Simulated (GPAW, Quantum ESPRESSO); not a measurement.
A Quantum ESPRESSO input for a self-consistent single point of Li₂Si (R-3m, 6 atoms in the cell) (DFT, PBEsol, plane waves, GBRV 1.5 ultrasoft (PBESOL) pseudopotentials):

```fortran
&CONTROL
 calculation = 'scf'
 outdir = './work'
 pseudo_dir = './'
 tprnfor = .true.
 tstress = .true.
/
&SYSTEM
 ibrav = 0
 nat = 6
 ntyp = 2
 ecutwfc = 40
 ecutrho = 200
 occupations = 'smearing'
 smearing = 'fermi-dirac'
 degauss = 0.0073499
/
&ELECTRONS
 conv_thr = 1.0d-9
 mixing_beta = 0.4
/
ATOMIC_SPECIES
Li     6.9400  li_pbesol_v1.4.uspp.F.UPF
Si    28.0850  si_pbesol_v1.uspp.F.UPF
ATOMIC_POSITIONS {crystal}
Li    0.35900300    0.35900300    0.35900300
Li    0.64099700    0.64099700    0.64099700
Li    0.79495700    0.79495700    0.79495700
Li    0.20504300    0.20504300    0.20504300
Si    0.06147000    0.06147000    0.06147000
Si    0.93853000    0.93853000    0.93853000
K_POINTS {automatic}
9 9 9  0 0 0
CELL_PARAMETERS {angstrom}
   2.12755088     1.22834207     6.00978100
  -2.12755088     1.22834207     6.00978100
   0.00000000    -2.45668414     6.00978100
```

Question: Give the GPAW input for the same structure, mesh, smearing and functional.

Answer: This is the input that was run; spellings and numerical settings could be chosen otherwise.

```python
from ase import Atoms
from ase.units import GPa
from gpaw import GPAW, PW, FermiDirac

atoms = Atoms(['Li', 'Li', 'Li', 'Li', 'Si', 'Si'],
              cell=[[2.127551, 1.228342, 6.009781],
                    [-2.127551, 1.228342, 6.009781],
                    [0.000000, -2.456684, 6.009781]],
              positions=[[-0.000000, -0.000000, 6.472588],
                         [-0.000000, 0.000000, 11.556755],
                         [0.000000, -0.000000, 14.332552],
                         [-0.000000, 0.000000, 3.696791],
                         [-0.000000, -0.000000, 1.108264],
                         [0.000000, -0.000000, 16.921079]],
              pbc=True)

calc = GPAW(mode=PW(600),
            xc='PBEsol',
            kpts=(9, 9, 9),
            occupations=FermiDirac(0.1),
            nbands=-10,
            convergence={'density': 1e-05},
            symmetry={'symmorphic': False, 'tolerance': 0.0005},
            maxiter=120,
            txt='-')

atoms.calc = calc

energy = atoms.get_potential_energy()
print('Energy (eV):', round(energy, 6))
forces = atoms.get_forces()
print('Forces (eV/Ang):')
print(forces.round(5))
stress = atoms.get_stress()
print('Stress (GPa, Voigt):', (stress / GPa).round(4))
```

Basis settings and potentials, where a program has them, do not carry over. This input uses DFT PBEsol, plane waves, GPAW PAW datasets PBEsol (made by gpaw-setup).

The starting cell comes from a database of computed structures (which also holds hypothetical and non-ambient phases and stackings), without a prior relaxation at this level. For this run, on top of that: lattice scaled by 0.98.
